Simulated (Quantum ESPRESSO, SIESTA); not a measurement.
A SIESTA input for a self-consistent single point of NbRe (Cmmm, 2 atoms in the cell) (DFT, LDA PW92, numerical atomic orbitals DZP, PseudoDojo LDA standard norm-conserving potentials (rewritten from UPF to PSML)):

```
# files in the folder: Nb.psml Re.psml (PseudoDojo LDA standard)
SystemName  NbRe
SystemLabel NbRe

NumberOfAtoms                2
NumberOfSpecies              2
%block ChemicalSpeciesLabel
  1 41 Nb
  2 75 Re
%endblock ChemicalSpeciesLabel
LatticeConstant              1.0 Ang
%block LatticeVectors
     1.553056000   -2.204478000    0.000000000
     1.553056000    2.204478000    0.000000000
     0.000000000    0.000000000    4.415709000
%endblock LatticeVectors
AtomicCoordinatesFormat      ScaledCartesian
%block AtomicCoordinatesAndAtomicSpecies
     0.000000000    0.000000000    0.000000000  1
     1.553056000    0.000000000    2.207854500  2
%endblock AtomicCoordinatesAndAtomicSpecies

XC.functional                LDA
XC.authors                   PW92
PAO.BasisSize                DZP
PAO.EnergyShift              0.005 Ry
MeshCutoff                   300 Ry
%block kgrid.MonkhorstPack
   13   0   0  0.0
    0  13   0  0.0
    0   0   8  0.0
%endblock kgrid.MonkhorstPack
OccupationFunction           MP
OccupationMPOrder            0
ElectronicTemperature        272.0 meV

MaxSCFIterations             150
SCF.Mixer.Method             Pulay
SCF.Mixer.Weight             0.1
SCF.Mixer.History            8
SCF.DM.Tolerance             1.0E-04
Diag.ParallelOverK           true
WriteForces                  true
```

Q: Write the same calculation as an input for Quantum ESPRESSO.

A: This is the input that was run; spellings and numerical settings could be chosen otherwise.

```fortran
&control
   calculation = 'scf'
   outdir = './out'
   pseudo_dir = './'
   tprnfor = .true.
   tstress = .true.
/
&system
   ibrav = 9
   A = 3.106112000
   B = 4.408956000
   C = 4.415709000
   nat = 2
   ntyp = 2
   ecutwfc = 40
   ecutrho = 320
   occupations = 'smearing'
   smearing = 'gaussian'
   degauss = 0.019992
/
&electrons
   conv_thr = 1e-10
   mixing_beta = 0.7
/
ATOMIC_SPECIES
Nb    92.9064  nb_lda_v1.uspp.F.UPF
Re   186.2070  re_lda_v1.2.uspp.F.UPF
ATOMIC_POSITIONS crystal
Nb    0.000000000    0.000000000    0.000000000
Re   -0.500000000    0.500000000   -0.500000000
K_POINTS automatic
13 13 8  0 0 0
```

Basis settings and potentials, where a program has them, do not carry over. This input uses DFT, LDA (PZ), plane waves, GBRV 1.5 ultrasoft (LDA) pseudopotentials. LDA parametrisations can differ slightly between programs. Both were run: pressure 11.22 GPa in SIESTA and 8.79 in Quantum ESPRESSO.

On SIESTA: the starting cell comes from a database of computed structures (which also holds hypothetical and non-ambient phases and stackings), without a prior relaxation at this level. Its lattice was rescaled by a random factor within 2.5 % of one. For this run, on top of that: lattice scaled by 0.98. Spin polarisation is off. Values carry the incompleteness of an atom-centred basis. With a pressure of about 11 GPa the cell is away from its equilibrium volume at this level.

On Quantum ESPRESSO: the starting cell comes from a database of computed structures (which also holds hypothetical and non-ambient phases and stackings), without a prior relaxation at this level. Its lattice was rescaled by a random factor within 2.5 % of one. For this run, on top of that: lattice scaled by 0.98. Spin polarisation is off. With a pressure of about 9 GPa the cell is away from its equilibrium volume at this level.
